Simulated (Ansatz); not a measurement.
## Ga2O3: transverse stress against strain

Ga2O3 (corundum, R-3c, 9.707 Å³/atom at rest, c along z) under a strain ε along a direction in the basal plane (axis x), the other axes held. PBEsol in Ansatz, a plane-wave DFT program (PAW, default set), 420 eV, 8×8×8 Γ-centred mesh, Fermi-Dirac smearing 0.05 eV; ions are relaxed within the symmetry of each cell. Stress is positive for a compressed cell.

Here s stands for strain and y for stress zz.

```
strain (%)  stress zz (GPa)
----------  ---------------
-1.50                  2.09
-0.75                  1.01
0.00                   0.00
0.75                  -0.95
1.50                  -1.84
3.00                      ?
```

Problem. Using a straight line, estimate the missing y at s = 3.00 from the other rows, showing the fit.

Solution. Means: s 0, y 0.062. About the means, the sum of products is -7.3650 and the sum of squares of s is 5.6250; the slope is their ratio. Least squares gives y = 0.062 - 1.3093·s. Residuals (row less fit): 0.064, -0.034, -0.062, -0.030, 0.062; standard error 0.068 (degrees of freedom: 3). The slope gives the elastic constant C13 = 131 ± 3 GPa. At the withheld row, y = 0.062 - 1.3093 × 3.00 = -3.866 GPa. The calculation gives -3.45 GPa, 0.416 GPa above the prediction (7.5 % of the range of y in the table). The row lies outside the fitted rows, so this is an extrapolation. From the scatter of the fitted rows alone, a prediction at this place has a standard error of 0.114 GPa, so the miss is 3.6 times that.

One order more, fitted to all 9 runs of the series, follows each within 0.01, so the miss is the next term of a smooth law. Ga2O3 is here the metastable α form; monoclinic β is stable. Rows are the converged runs of the series near zero and its far end; series whose fitted rows scatter by over a few per cent of the range, as at a crossing or softening among them, aren't shown in this form. Most that stay on the fit to the last digits aren't either.
